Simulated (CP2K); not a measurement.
Band structure of TiBeB (P-6m2, 3 atoms in the cell).

```yaml
crystal:
  lattice:
    - [3.27824, 0.00000, 0.00000]
    - [-1.63912, 2.83904, 0.00000]
    - [0.00000, 0.00000, 3.14291]
  atoms:
    - { symbol: Ti, position: [0.00000, 0.00000, 0.00000] }
    - { symbol: Be, position: [0.33333, 0.66667, 0.50000] }
    - { symbol: B, position: [0.66667, 0.33333, 0.50000] }
```

Computed with LDA (Pade form), GPW, DZVP-MOLOPT-SR-GTH basis, GTH-PADE potentials (GTH_POTENTIALS) (CP2K).

Settings: CUTOFF = 600 Ry; REL_CUTOFF = 40 Ry; SMEAR/METHOD = FERMI_DIRAC; ELECTRONIC_TEMPERATURE = 1160.45 K; KPOINTS/SCHEME = MONKHORST-PACK 8 8 7; GAMMA_CENTERED = T; XC_FUNCTIONAL = PADE; Ti/BASIS_SET = DZVP-MOLOPT-SR-GTH; Ti/POTENTIAL = GTH-PADE-q12; Be/BASIS_SET = DZVP-MOLOPT-SR-GTH; Be/POTENTIAL = GTH-PADE-q4; B/BASIS_SET = DZVP-MOLOPT-SR-GTH; B/POTENTIAL = GTH-PADE-q3; METHOD = GPW.

The starting cell comes from a database of computed structures (which also holds hypothetical and non-ambient phases and stackings), without a prior relaxation at this level. Spin polarisation is off. Values carry the incompleteness of an atom-centred basis.

Levels in eV from the Fermi level, bands 7 to 12:
| point | 7 | 8 | 9 | 10 | 11 | 12 |
|---|---|---|---|---|---|---|
| Γ | -1.12 | -1.12 | -0.60 | 1.19 | 2.57 | 2.57 |
| M | -5.31 | -0.80 | -0.79 | -0.55 | 2.25 | 2.85 |
| K | -4.68 | -4.06 | 0.10 | 0.78 | 2.19 | 2.27 |
| A | -5.40 | 0.38 | 0.38 | 1.25 | 1.25 | 2.20 |
| L | -3.67 | -2.42 | -2.33 | -1.23 | 3.06 | 3.40 |
| H | -4.14 | -2.70 | -1.98 | -1.10 | 3.24 | 4.60 |

Bands cross the Fermi level along this path, so the cell is metallic at this level.

Higher empty bands are left out: an atom-centred basis made for the valence describes them poorly.
